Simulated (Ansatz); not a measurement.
Base system: ZrS$_{2}$ in the CdI2 type structure (space group P-3m1, No. 164; a = 3.674 Å, c = 5.861 Å; layered, stacked along the Cartesian z axis).

Level of theory: r2SCAN+rVV10 (Ansatz, a first-principles code, PAW, spin-orbit coupling left out).

Free-standing slabs (3 atom(s) a layer) normal to the stacking axis with 15 Å of vacuum; in-plane cell relaxed.

One change was made to it. Results:

The smallest direct gap increases by 0.18 eV to 1.99 eV; the band gap rises by 0.29 eV (1.17 eV → 1.46 eV); the excess energy per area of both faces (slab less bulk energy over the cell's area: twice a surface energy) comes out as 0.30 J/m²; the gap character is indirect, Γ → M.

Q: Which change produced these results?
(A) 2 layers
(B) 4 layers
(C) 1 layer

A: A, 2 layers. For comparison, the band gap in the other runs: 4 layers gives 1.34 eV; 1 layer gives 1.53 eV.

Slab and bulk use different k-meshes, which limits the precision of the excess energy. No phonon test of stability was made.
